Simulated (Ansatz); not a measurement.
Amorphous cells of 8 compositions: the gap between the highest filled and lowest empty level at the zone centre, by PBE and by a single point of HSE06 on the same geometry (PBE, scalar-relativistic without spin-orbit coupling (plane waves to 420 eV, PAW; Ansatz, a quantum-chemistry and plane-wave program); exact exchange cut at the cells' faces). The networks come from melt-quench runs on the CHGNet potential at compositions and starting densities chosen by hand, with anions pushed apart in the CHGNet dynamics, and DFT then relaxed them. The cells are small and were quenched far faster than real films, so single cells scatter. Defect or tail levels can set these gaps. The rows are the first to finish with both values and no moments.

```json
[
 {"cell": "A (In24O38Ge, 6.39 g/cm3)", "PBE gap x (eV)": "0.44", "HSE06 gap y (eV)": "1.86"},
 {"cell": "B (In24O38Ti, 6.37 g/cm3)", "PBE gap x (eV)": "0.50", "HSE06 gap y (eV)": "1.95"},
 {"cell": "C (In24O41Ta2, 6.64 g/cm3)", "PBE gap x (eV)": "0.55", "HSE06 gap y (eV)": "2.01"},
 {"cell": "D (In24O39Y2, 6.40 g/cm3)", "PBE gap x (eV)": "0.63", "HSE06 gap y (eV)": "2.00"},
 {"cell": "E (In24O39La2, 6.32 g/cm3)", "PBE gap x (eV)": "0.63", "HSE06 gap y (eV)": "2.04"},
 {"cell": "F (In24O41Nb2, 6.34 g/cm3)", "PBE gap x (eV)": "0.91", "HSE06 gap y (eV)": "withheld"},
 {"cell": "G (Si24O49Be, 2.20 g/cm3)", "PBE gap x (eV)": "3.61", "HSE06 gap y (eV)": "5.40"},
 {"cell": "H (Si24O49Ba, 2.35 g/cm3)", "PBE gap x (eV)": "4.04", "HSE06 gap y (eV)": "5.69"}
]
```

Q: Fit a straight line through the 7 full rows and predict the withheld value for F (In24O41Nb2, 6.34 g/cm3).

A: Means: x = 1.486, y = 2.993. Slope = Σ(Δx Δy) / Σ(Δx²) = 16.8 / 15.44 = 1.09; the r.m.s. residual is 0.057. Prediction: 2.993 + 1.09 × (0.91 − 1.486) = 2.37. The run gave 2.34, 0.03 below the line.
